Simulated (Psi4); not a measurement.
Psi4 1.11, M06-2X/def2-svp: C[C@@H]1C[C@]1(O)[SiH3], 16 atoms. The geometry is a generated start, not checked to be a minimum at this level.

```
Property                                                  Value
-------------------------------  ------------------------------
task                                                   gradient
method                                                   m06-2x
basis                                                  def2-svp
memory                                                     7 GB
scf_type                                           df (default)
guess                            auto, which took SAD (default)
diis_max_vecs                                      10 (default)
scf_initial_accelerator                         adiis (default)
e_convergence                                   1e-08 (default)
d_convergence                                   1e-08 (default)
basis functions (reference run)                             138
grid points (reference run)                             2868387
```

```xyz
16

C     -1.4604    -1.0433     0.7139
C     -1.0500     0.2889     0.1817
C     -0.5282     0.4106    -1.2269
C      0.3794     0.7219    -0.0616
O      0.6120     2.1286     0.1655
Si     1.8487    -0.4307     0.2603
H     -1.2628    -1.0996     1.7889
H     -2.5358    -1.1852     0.5634
H     -0.9502    -1.8763     0.2210
H     -1.7302     1.0600     0.5337
H     -0.8993     1.2368    -1.8248
H     -0.3839    -0.4986    -1.8011
H      1.1917     2.5075    -0.5190
H      2.1594    -0.5106     1.7107
H      3.0418     0.0896    -0.4584
H      1.5678    -1.7996    -0.2471
```

The reference run has dft_radial_points = 200, dft_spherical_points = 974, dft_pruning_scheme = none (default); it is not itself proven converged. One run each, on a shared machine, so no times are given.

Settings tried, all else as in the reference:
- dft_radial_points = 75 (default), dft_spherical_points = 302 (default), dft_pruning_scheme = treutler
- dft_radial_points = 99, dft_spherical_points = 590, dft_pruning_scheme = treutler
- dft_radial_points = 75 (default), dft_spherical_points = 302 (default)
- dft_radial_points = 99, dft_spherical_points = 590
- dft_radial_points = 50, dft_spherical_points = 194
- dft_radial_points = 75 (default), dft_spherical_points = 434
- dft_radial_points = 150, dft_spherical_points = 770
- dft_radial_points = 35, dft_spherical_points = 110
- dft_radial_points = 25, dft_spherical_points = 50
- dft_radial_points = 75 (default), dft_spherical_points = 302 (default), dft_pruning_scheme = robust
- dft_radial_points = 99, dft_spherical_points = 590, dft_pruning_scheme = robust

Sort the settings: which keep to the reference within 10 meV/atom in energy, 100 meV/Å in forces (largest component), and which don't?

Within it: dft_radial_points = 150, dft_spherical_points = 770; dft_radial_points = 99, dft_spherical_points = 590, dft_pruning_scheme = robust; dft_radial_points = 99, dft_spherical_points = 590; dft_radial_points = 75 (default), dft_spherical_points = 434; dft_radial_points = 75 (default), dft_spherical_points = 302 (default), dft_pruning_scheme = robust; dft_radial_points = 75 (default), dft_spherical_points = 302 (default); dft_radial_points = 50, dft_spherical_points = 194; dft_radial_points = 99, dft_spherical_points = 590, dft_pruning_scheme = treutler; dft_radial_points = 75 (default), dft_spherical_points = 302 (default), dft_pruning_scheme = treutler. Outside: dft_radial_points = 35, dft_spherical_points = 110; dft_radial_points = 25, dft_spherical_points = 50.

| setting | grid points | energy against the reference | difference in forces (largest component) |
|---|---|---|---|
| the reference | 2868387 | — | — |
| dft_radial_points = 150, dft_spherical_points = 770 | 1712457 | −0.0038 meV/atom | 0.39 meV/Å |
| dft_radial_points = 99, dft_spherical_points = 590, dft_pruning_scheme = robust | 605324 | under 0.001 meV/atom | 0.92 meV/Å |
| dft_radial_points = 99, dft_spherical_points = 590 | 869346 | under 0.001 meV/atom | 0.93 meV/Å |
| dft_radial_points = 75 (default), dft_spherical_points = 434 | 486980 | +0.044 meV/atom | 2.5 meV/Å |
| dft_radial_points = 75 (default), dft_spherical_points = 302 (default), dft_pruning_scheme = robust | 231385 | +0.043 meV/atom | 9.7 meV/Å |
| dft_radial_points = 75 (default), dft_spherical_points = 302 (default) | 339133 | +0.060 meV/atom | 10.0 meV/Å |
| dft_radial_points = 50, dft_spherical_points = 194 | 147777 | +0.088 meV/atom | 37 meV/Å |
| dft_radial_points = 99, dft_spherical_points = 590, dft_pruning_scheme = treutler | 448268 | −1.00 meV/atom | 48 meV/Å |
| dft_radial_points = 75 (default), dft_spherical_points = 302 (default), dft_pruning_scheme = treutler | 184921 | −0.90 meV/atom | 48 meV/Å |
| dft_radial_points = 35, dft_spherical_points = 110 | 58911 | +22 meV/atom | 390 meV/Å |
| dft_radial_points = 25, dft_spherical_points = 50 | 19170 | −150 meV/atom | 1500 meV/Å |

Total energies are compared; such shifts often cancel in part in energy differences. The gradients leave out the derivatives of the grid weights. The tolerance is a choice made for this comparison.
